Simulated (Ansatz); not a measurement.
Take Ta in the bcc (W type) structure (space group Im-3m, No. 229; a = 3.282 Å) as the base.

The change: cell and atoms relaxed at a pressure of 22.5 GPa.

Levels (all Ansatz, a program for electronic structure, PAW, earlier PAW set): PBEsol (420 eV, scalar-relativistic without spin-orbit coupling); r2SCAN (500 eV, no spin-orbit coupling).

The geometry is relaxed with PBEsol.

- PBEsol pressure = 22.5 GPa

**Question.** How does going to r2SCAN change the pressure?

**Answer.** The pressure grows by 5.7 GPa, from 22.5 GPa to 28.2 GPa.

Single points use the geometry relaxed with PBEsol. Their cutoffs differ, which shifts pressures a little. Load acts through the strain it causes; cell and atoms are relaxed under it. No phonon test of stability was made. No other phases were tried under pressure. All final runs are without spin polarisation.
